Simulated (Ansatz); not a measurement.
The reference is Al$_{2}$O$_{3}$ in the corundum structure (space group R-3c, No. 167; a = 4.729 Å, c = 12.892 Å (hexagonal axes)).

Computed with LDA/PAW in Ansatz (an electronic-structure program), no spin-orbit coupling.

Base values:

Band gap: 6.43 eV
Valence-band top at Γ: 0.00, -0.04, -0.04 eV
Shortest interatomic distance: 1.844 Å

Now apply this change: cell and atoms relaxed at a pressure of 15 GPa.

Task: Estimate the effect on the band gap, valence-band top at Γ and shortest interatomic distance.

Result: The band gap rises by 0.66 eV to 7.09 eV; the valence-band top at Γ (three highest levels, from the VBM) goes from 0.00, -0.04, -0.04 eV to 0.00, -0.08, -0.08 eV; the shortest interatomic distance decreases by 0.032 Å (1.844 Å → 1.812 Å).

Load acts through the strain it causes; cell and atoms are relaxed under it. No phonon test of stability was made. Competing high-pressure phases were not computed.
